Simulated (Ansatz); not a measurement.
Start from InSb in the zinc blende structure (space group F-43m, No. 216; a = 6.556 Å).

Level of theory: Kohn–Sham DFT with the r2SCAN functional, run in Ansatz (a quantum-chemistry and plane-wave program) with PAW and 500 eV plane waves, without spin-orbit coupling.

For the base:

- Shortest interatomic distance = 2.839 Å
- Valley order = Γ 0.02 eV; L along ⟨111⟩ 0.77 eV; a point along ⟨100⟩, about 0.8 Å⁻¹ from Γ 1.48 eV

One thing is altered: a hydrostatic pressure of 30 GPa.

**Question.** Predict the new shortest interatomic distance and valley order.

**Answer.** The shortest interatomic distance shrinks by 0.2893 Å, from 2.839 Å to 2.549 Å; the valley order (the lowest conduction-band minima on the path, energy above the VBM, named in the base's zone) goes from Γ 0.02 eV; L along ⟨111⟩ 0.77 eV; a point along ⟨100⟩, about 0.8 Å⁻¹ from Γ 1.48 eV to a point along ⟨100⟩, about 0.8 Å⁻¹ from Γ 0.89 eV; L along ⟨111⟩ 1.46 eV; Γ 2.05 eV.

Spin-orbit coupling, missing from the scalar runs, can matter with Sb. The levels and masses belong to the bands next to the band gap. Load acts through the strain it causes; cell and atoms are relaxed under it. No phonon test of stability was made. Tetrahedral semiconductors of this kind turn to denser phases somewhere between about 1 and 50 GPa; those were not computed, so compressed cells here can lie past the real transition. All final runs are without spin polarisation.
